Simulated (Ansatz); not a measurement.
# Ir under a change: biaxial strain +0.50 %, plane normal [001], relaxed out of plane

Base system: Ir in the fcc (Cu type) structure (space group Fm-3m, No. 225; a = 3.831 Å; relaxed with 0.1 eV smearing). Axes: x, y, z lie along the cube axes.

Now apply this change: biaxial strain +0.50 %, plane normal [001], relaxed out of plane (Cartesian); in-plane vectors clamped, the third vector and the atoms free.

Method: Ansatz (a quantum-chemistry and plane-wave program) PBEsol, no spin-orbit coupling. Γ-centred 29×29×29 mesh, Fermi–Dirac width 0.1 eV.

* **Space group**: I4/mmm (No. 139) (base Fm-3m (No. 225))
* **Shortest interatomic distance**: 2.710 Å (base 2.709 Å)
* **Energy relative to the base (free energy F)**: +1.5 meV/atom
* **Pressure (mean of the normal stresses, compression positive)**: -2.3 GPa (base 0.0 GPa)
* **Band gap**: zero (base zero)
* **Out-of-plane strain**: -0.40 %

Whether these cells are dynamically stable was not tested. The final runs are not spin-polarised.
